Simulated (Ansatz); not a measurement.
Point defect H interstitial started on Cl in rock-salt NaCl

The numbers are results of PBE, PAW (plane waves to 420 eV; Ansatz, a quantum-chemistry and plane-wave program), not measurements. A supercell of 64 sites (2×2×2 repeats of a cell of 8 atoms) was used; the energies come from a 2×2×2 shifted sampling of its zone. Site at the start: bound to Cl, open side. Finite-size correction: monopole term and site-potential alignment. Dielectric constants: PBE linear response of the host. Host gap at this level: 4.99 eV. A cell of this size leaves errors of a few tenths of an eV. The semilocal functional narrows the gap, so deep levels can fall outside it. Spin–orbit coupling is left out. Each state is the lowest found from its start.

Formation energies E_f are given with the Fermi level at the valence-band maximum. Chemical conditions: Cl-rich (Δμ(H) = -0.91 eV, bounded by HCl molecule; only phases computed here count, gases as isolated molecules at 0 K); Na-rich (Δμ(H) = -0.39 eV, bounded by NaH (Fm-3m); only phases computed here count, gases as isolated molecules at 0 K). Reference phases: H: H2 molecule in a box.

The name describes the start; the neighbours show where the atoms ended.

Charges with a result: +1, 0, −1. Others weren't obtained, and one of them could lie lower, also by skipping a charge.

| charge | moment (μB) | point group | largest move off a lattice site (Å) | neighbours of the last H atom of the defect at the end (Å) | image correction with alignment (eV) | E_f, Cl-rich (eV) | E_f, Na-rich (eV) |
|---|---|---|---|---|---|---|---|
| +1 | not spin-polarised | D2h | 0.44 | Cl 1.57, Cl 1.58, Na 2.44, Na 2.44 | 0.28 | 0.03 | -0.49 |
| 0 | 1.0 | Td | 0.10 | Na 2.47, Na 2.47, Na 2.47, Na 2.47, Cl 2.56, Cl 2.57, Cl 2.57, Cl 2.57 (the shell may go on) | 0.00 | 3.43 | 2.91 |
| −1 | not spin-polarised | Td | 0.45 | Na 2.15, Na 2.15, Na 2.15, Na 2.15 | 0.23 | 6.51 | 5.99 |

Point groups are those of the whole cell at tolerances of 0.03 and 0.1 Å ("near" where only the looser one holds); none is given for unsettled states.

No other site or start that was run ended lower by more than 0.1 eV.

Transition levels above the valence-band maximum: ε(+1/0) = 3.39 eV; ε(0/−1) = 3.08 eV. On the lower envelope of the bound states, inside the gap: (+1/−1) at 3.24 eV; the others aren't thermodynamic.
